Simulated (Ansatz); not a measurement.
AlCl3 (C2/m, No. 12) was calculated with Hartree–Fock (Ansatz, an electronic-structure program, plane waves, PAW).

Numerical settings: plane-wave cutoff 460 eV, 6×6×4 k mesh (along the axes of the cell as run), Fermi–Dirac smearing 0.01 eV, scalar-relativistic PAW data made under PBE.

Cell (measured lattice):

```xyz
8
Lattice="5.1170 2.9570 0.0000 5.1170 -2.9570 0.0000 0.0000 -1.9253 -5.8388" Properties=species:S:1:pos:R:3 pbc="T T T"
Al     8.5331     0.0000     0.0000
Al     1.7009     0.0000     0.0000
Cl     5.1170     0.1976    -4.5174
Cl     5.1170    -2.1230    -1.3213
Cl     6.9457    -2.9817    -4.5262
Cl     6.9457     1.0563    -1.3126
Cl     3.2883     1.0563    -1.3126
Cl     3.2883    -2.9817    -4.5262
```

Q: What does this level give for the band gap, smallest direct gap on the k points sampled and direct gap at Γ?

A: 
- band gap: 14.33 eV (on the SCF k mesh) (indirect)
- smallest direct gap on the k points sampled: 14.41 eV
- direct gap at Γ: 14.79 eV

Note: cell and atoms aren't relaxed at this level (pressure 3.7 GPa).

Computed values are for the static lattice.

Computing time: very roughly 17 core-minutes.
